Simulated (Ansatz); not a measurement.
An Ansatz (a program for electronic structure) input (Kohn–Sham DFT with the r2SCAN functional, run in Ansatz with PAW and 500 eV plane waves, no spin-orbit coupling):

Ansatz 0.2 input:
```yaml
crystal:
  lattice:
    - [-2.8041388363, 2.8041388363, 5.5487510141]
    - [2.8041388363, -2.8041388363, 5.5487510141]
    - [2.8041388363, 2.8041388363, -5.5487510141]
  atoms:
    - { symbol: Cu, position: [0.75, 0.25, 0.5] }
    - { symbol: Cu, position: [0, 0, 0] }
    - { symbol: Ga, position: [0.25, 0.75, 0.5] }
    - { symbol: Ga, position: [0.5, 0.5, 0] }
    - { symbol: Se, position: [0.1213397786, 0.125, 0.4963397786] }
    - { symbol: Se, position: [0.6286602214, 0.625, 0.5036602214] }
    - { symbol: Se, position: [0.375, 0.8786602214, 0.0036602214] }
    - { symbol: Se, position: [0.875, 0.3713397786, 0.9963397786] }
basis: { ecutwfc: 500, ecutrho_ratio: 4, xc_grid: 4, fft_grid_basis: typed }
kpoints: { mp_grid: { grid: [12, 12, 12] } }
hamiltonian:
  xc: r2scan
  dispersion: none
  pseudopotentials: { kind: paw }
total_charge: 1.221665
scf: { occupations: { method: fermi_dirac, width: 0.0259 }, convergence: { dr2_threshold: 0.0000000008 } }
relax: { f_tol: 0.005, max_steps: 30 }
output: { forces: true, stress: true }
checkpoint: { write: state.ck, write_every: 1000 }
```

Which symmetry and how many k-points will the program report, and about how many plane waves at Γ?

Space group I-42d (ITA 122) with 8 operations, k-points 163 of 1728, and 4437 plane waves at Γ.

Charged cell with a jellium background: band edges are those of the host's band count, energies are not comparable with the neutral cell, and many-body gap narrowing is missing. Stability against distortions was not tested. All final runs are without spin polarisation. The cell was made from GaCuSe2 in the chalcopyrite structure (space group I-42d, No. 122) by this change: holes 7.0×10^21 cm⁻³.
